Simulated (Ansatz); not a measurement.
Base system: SiGe in the wurtzite structure (space group P6_3mc, No. 186; a = 3.900 Å, c = 6.443 Å; a model cell, its experimental status unchecked).

Modification: cell and atoms relaxed at a pressure of 22.5 GPa.

Levels (all Ansatz, a quantum-chemistry and plane-wave program, PAW, earlier PAW set): PBEsol (420 eV, no SOC); r2SCAN (500 eV, no spin-orbit coupling); PBEsol+SOC (420 eV, with spin-orbit coupling).

One geometry, relaxed with PBEsol, under each level:

| level | band gap | pressure |
|---|---|---|
| PBEsol | zero | 22.5 GPa |
| r2SCAN | (withheld) | (withheld) |
| PBEsol+SOC | zero | 22.5 GPa |

Problem. Give the withheld r2SCAN results.

Solution. 
- r2SCAN, band gap: 0.29 eV
- r2SCAN, pressure: 24.0 GPa

Single points use the geometry relaxed with PBEsol. Their cutoffs differ, which shifts pressures a little. A case with no gap was solved on a k-mesh chosen for an insulator, which is coarse for it. Differences between runs with and without spin-orbit coupling are approximate. Load acts through the strain it causes; cell and atoms are relaxed under it. No phonon test of stability was made. Competing high-pressure phases were not computed. The runs without spin-orbit coupling are not spin-polarised. The zero or small gap of SiGe under pressure 22.5 GPa can change with the level of theory.
